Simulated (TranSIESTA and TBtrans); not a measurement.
Junction: In chain bridged by a linear C4 unit along the axis. Leads: straight In chain, spacing 2.9 Å. Geometry: 6 atoms about the centre moved by SIESTA (PBE, DZP) to a largest force of 0.02 eV/Å, all others as built, motion along the axis alone. Transport runs along z; the first 4 and the last 4 of the 18 atoms are the lead cells, repeated to infinity.

```xyz
18
Lattice="9.000 0.000 0.000 0.000 9.000 0.000 0.000 0.000 45.710" Properties=species:S:1:pos:R:3 pbc="F F T"
In     4.500     4.500     0.000
In     4.500     4.500     2.900
In     4.500     4.500     5.800
In     4.500     4.500     8.700
In     4.500     4.500    11.600
In     4.500     4.500    14.500
In     4.500     4.500    17.368
C      4.500     4.500    19.455
C      4.500     4.500    20.724
C      4.500     4.500    22.085
C      4.500     4.500    23.354
In     4.500     4.500    25.442
In     4.500     4.500    28.310
In     4.500     4.500    31.210
In     4.500     4.500    34.110
In     4.500     4.500    37.010
In     4.500     4.500    39.910
In     4.500     4.500    42.810
```

Run with TranSIESTA and TBtrans (open boundaries, self-consistent; PseudoDojo norm-conserving potentials, scalar-relativistic): PAO.BasisSize DZP, PAO.EnergyShift 0.15 eV, XC.Authors PBE, Mesh.Cutoff 200 Ry, ElectronicTemperature 300 K, TS.Voltage 0.0 eV, TBT.Elecs.Eta 0.001 eV, no spin polarisation.

Energies count from the leads' Fermi level. Transmissions are for one spin of a degenerate pair. The energy step is 0.01 eV; narrower resonances are cut or missed.

```tsv
E (eV)	T
-0.20	0.00136
-0.15	0.422
-0.10	1.07
-0.05	1.35
0.00	1.44
0.05	1.44
0.10	1.42
0.15	1.38
0.20	1.34
```

Problem. Give the zero-bias conductance in μS and the resistance at 300 K.

Solution. At the Fermi level T = 1.44. Averaged with −∂f/∂E over the full grid (kT = 25.9 meV) it is 1.40. With G0 = 2e²/h = 77.48 μS, G = 108 μS and R = 1/G = 9.26 kΩ.

Problem. The eigenchannels at the Fermi level transmit 0.717, 0.717. What Fano factor of the shot noise follows at low temperature and bias?

Solution. F = Σ τ(1 − τ)/Σ τ = 0.406/1.43 = 0.28.

The straight chain is held at its spacing; free chains may zigzag or dimerise. No spin-polarised start was tried, so a magnetic state, if there is one, is missed.
